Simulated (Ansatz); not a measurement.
**How the bulk modulus of SiGe (model structure, started from the NiAs type, P6₃/mmc, No. 194, 4 atoms in the cell) moves with the method**

No measured value is used here.

| level (code) | value (GPa) | cell (Å³/atom) |
|---|---|---|
| LDA (Ansatz) | 83.6 | 17.22 |
| PBE (Ansatz) | 68.4 | 18.27 |
| PBEsol (Ansatz) | 80.5 | 17.53 |
| r²SCAN (Ansatz) | 75.1 | 18.04 |

LDA, PBE, PBEsol, r²SCAN: the bulk modulus is −V dP/dV from two relaxed cells at ±2 % in volume. Each level is taken at its own relaxed cell. Cutoffs differ between the levels. Ansatz's density-functional and Hartree–Fock values are scalar-relativistic unless marked +SOC, with PAW data made under PBE.

A model structure was made by putting elements into a prototype or built by hand; it is no filed structure, need not be a known phase, and can be a saddle point held by its symmetry.

Ansatz is a first-principles code.
